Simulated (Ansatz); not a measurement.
For Bi₂Te₂S (within 0.1 Å of I4/mmm, No. 139, 5 atoms in the cell; start mp-632485; a measured phase of this formula has another space group), LDA (Ansatz, a first-principles code, PAW) gives:

```
Property               Result
---------------  ------------
bulk modulus         47.8 GPa
cohesive energy  3.50 eV/atom
band gap              0.17 eV
```

What does PBEsol in Ansatz (PAW) give for the same quantities?


- bulk modulus: 45.4 GPa (drops by 5.0 %)
- cohesive energy: 3.01 eV/atom (drops by 0.49 eV/atom)
- band gap: 0.20 eV (increases by 0.03 eV)

Changes are worked out from the printed values.

Unless a cell is named, each level is at its own relaxed cell (LDA 33.63, PBEsol 34.47 Å³/atom).

Levels without +SOC leave out spin–orbit coupling, which shifts energies and cells of such heavy elements.

Levels without +SOC have no spin–orbit coupling; where heavier elements are present it shifts gaps, mostly down, and can invert bands. Density-functional gaps are differences of (generalised) Kohn–Sham levels.

Caveats: the bulk modulus is −V dP/dV from two relaxed cells at ±2 % in volume (LDA, PBEsol); the relaxation could not lower the start's symmetry, so the cell can be a saddle point above a distorted one (LDA, PBEsol). Ansatz's density-functional and Hartree–Fock values are scalar-relativistic unless marked +SOC, with PAW data made under PBE.

A start named mp-… is a Materials Project structure, which need not be a measured phase.
